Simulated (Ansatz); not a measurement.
We consider TaAg (model structure, P4/mmm, No. 123, 2 atoms in the cell), described by PBE (Ansatz, an electronic-structure program, plane waves, PAW).

Settings: plane-wave cutoff 520 eV, 20×20×14 k mesh (along the axes of the cell as run), Fermi–Dirac smearing 0.05 eV, no spin polarisation, scalar-relativistic PAW data made under PBE.

Cell (relaxed at this level):

```
CELL_PARAMETERS angstrom
      2.83824     0.00000     0.00000
      0.00000     2.83824     0.00000
      0.00000     0.00000     4.37717
ATOMIC_POSITIONS crystal
  Ag 0.00000 0.00000 0.00000
  Ta 0.50000 0.50000 0.50000
```

**Question.** Predict the bulk modulus B0.

**Answer.** 
* **bulk modulus B0**: 158 GPa

The run finds no gap.

Note: the bulk modulus is −V dP/dV from two relaxed cells at ±2 % in volume; the relaxation could raise the start's symmetry but not lower it, so the cell can be a saddle point.

Spin–orbit coupling is not included.

Static lattice: no zero-point or thermal effects.

Computing time: around 110 core-seconds (rough).

A model structure was made by putting elements into a prototype or built by hand; it is no filed structure, need not be a known phase, and can be a saddle point held by its symmetry.
